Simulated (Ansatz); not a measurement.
Ga vacancy + O vacancy in metastable alpha Ga2O3 (the name describes the start): one set of geometries, relaxed with PBE, evaluated in Ansatz (PAW, plane waves to 420 eV, 500 eV under r2SCAN) with PBE, r2SCAN.

Details: 120-site cell; 2×2×2 Γ-centred k-points; start: the Ga site; O 1.95 Å away; charged states image-corrected; energies good to tenths of an eV; relaxed from one start, so a lower configuration may exist; flagged in the runs: a host whose relaxation on this sampling wasn't shown to rest.

| quantity | PBE | r2SCAN |
|---|---|---|
| host gap (eV) | 2.40 | 3.08 |
| ε(+1/0) above the VBM (eV) | 0.19 | 0.34 |
| largest moment on one atom at charge +1 (μB) | 0.34 | 0.42 |
| neutral formation energy against alpha gallium, O2 molecule in a box (eV) | 7.95 | 9.15 |
| largest moment on one atom at charge 0 (μB) | 0.21 | 0.25 |

PBE narrows the gap by 0.68 eV against r2SCAN, the highest level run, and puts the level shown 0.15 eV lower above the valence-band maximum (from the rounded values).

Ansatz is an electronic-structure program.
